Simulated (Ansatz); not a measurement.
System: SnS (Cmcm, No. 63, 4 atoms in the cell; start mp-559676; a measured phase of this formula has another space group). Method: HSE06 (Ansatz, an electronic-structure program, PAW).

Numerical settings: plane-wave cutoff 460 eV, 6×6×6 k mesh, Fermi–Dirac smearing 0.01 eV, scalar-relativistic PAW data made under PBE.

Cell (relaxed with PBEsol):

SnS is modelled in the orthorhombic space group Cmcm (No. 63), Pearson symbol oS8. Lattice parameters: a = 4.0383 Å, b = 11.3061 Å, c = 4.0379 Å, α = 90.00°, β = 90.00°, γ = 90.00°. Sn on 4c is surrounded by 1 S at 2.588 Å and 4 S at 2.869 Å (square pyramidal). S on 4c sees 1 Sn at 2.588 Å and 4 Sn at 2.869 Å (square pyramidal). (Neighbours: up to the widest gap in distance over summed covalent radii, below 1.35, at either atom; cation-cation and far metal-metal contacts left out.)
(The calculation used a cell of 4 atoms; values per cell refer to that cell.)

Problem. Give the computed band gap, smallest direct gap on the k points sampled and Γ–Γ gap.

Solution. 
- band gap = 0.41 eV
- smallest direct gap on the k points sampled = 1.00 eV
- Γ–Γ gap = 4.88 eV

Note: cell and atoms aren't relaxed at this level (pressure 1.7 GPa).

Spin–orbit coupling is not included.

The computed numbers hold no vibrational or temperature effects.

A start named mp-… is a Materials Project structure, which need not be a measured phase.
